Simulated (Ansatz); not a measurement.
Reference: CaO$_{2}$ (I4/mmm), PBEsol, rigid bands (plane waves, PAW, scalar-relativistic; Ansatz, a first-principles code); geometry: cell and atoms relaxed with PBEsol.

Space group I4/mmm (No. 139); a = b = 3.2468 Å, c = 6.7555 Å, α = β = γ = 90.00°

| atom | site | symmetry | x | y | z |
|---|---|---|---|---|---|
| Ca | 2b | 4/mmm | 0.0000 | 0.0000 | 0.5000 |
| O | 4e | 4mm | 0.0000 | 0.0000 | 0.1102 |
(The calculation used a cell of 3 atoms; values per cell refer to that cell.)

band gap: 2.98 eV
electron conductivity mass: 1.34 mₑ
hole conductivity mass: 2.0 mₑ
Seebeck coefficient, n-type 1e19 cm⁻³: -454 μV/K

**Question.** Replace Ca by Ba on the same sites and relax. What happens?

**Answer.** BaO2 (I4/mmm): volume per atom 11.9 to 16.0 Å³; band gap falls (2.98 eV to 2.07 eV); electron conductivity mass falls (1.34 mₑ to 0.57 mₑ); hole conductivity mass rises (2.0 mₑ to 2.7 mₑ); Seebeck coefficient, n-type 1e19 cm⁻³ falls in size (-454 μV/K to -246 μV/K).

**Question.** Replace O by C on the same sites and relax. What happens?

**Answer.** CaC2 (I4/mmm): volume per atom 11.9 to 15.4 Å³; band gap falls (2.98 eV to 1.05 eV); electron conductivity mass falls (1.34 mₑ to 0.44 mₑ); hole conductivity mass rises (2.0 mₑ to 2.6 mₑ); Seebeck coefficient, n-type 1e19 cm⁻³ falls in size (-454 μV/K to -276 μV/K).

Moves up to 5 % count as about the same. Masses are for dilute carriers at 300 K, harmonic means over directions unless an axis is named. Seebeck coefficients are for the stated density at 300 K, with one relaxation time for all states and whether or not that doping can be reached. Spin-orbit coupling is left out.

Formula and space group known from diffraction (Crystallography Open Database), not checked to be the room-temperature form: BaO2 (I4/mmm). Computed structure with no diffraction record at hand here (it may be known, metastable or hypothetical): CaC2 (I4/mmm), CaO2 (I4/mmm).
